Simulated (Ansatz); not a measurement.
Structures of equal composition on the (000-1) surface of 4H silicon carbide (C plane on top): (√3x√3)R30° Si adatom at H3; (√3x√3)R30° Si adatom at T4. The slabs share one bottom face, and each structure is named by its start. These are constructed structures in small cells; real faces may alloy, dewet or reconstruct in larger ones, and not all known structures of the face are among them. Slabs of about 11 Å with all that they carry, Fermi-Dirac smearing of 0.025 eV. Bottom of the slabs: H caps. Relaxed from the named starts with such symmetry as they have, on meshes of like density; energies extrapolated to zero smearing; no spin-orbit coupling, no U. Spin-polarised runs, if any, are marked in brackets, and their order is one that fits the cell; the others ran without spin. Where a second, spin-polarised start was run, the lower counts.

Host crystal: 4H silicon carbide, with a band gap (PBE, scalar-relativistic without spin-orbit coupling).

Calculation: r2SCAN, at the PBE geometry (plane waves to 500 eV, PAW; Ansatz, an electronic-structure program).

Question: Put the candidates in order of energy per 1x1 cell, lowest first, for r2SCAN, at the PBE geometry.

Answer: (√3x√3)R30° Si adatom at H3 (0.000 eV [spin, 1.0 μB a cell], gap 1.15 eV on the mesh), (√3x√3)R30° Si adatom at T4 (0.053 eV [spin, 1.0 μB a cell], gap 0.97 eV on the mesh)
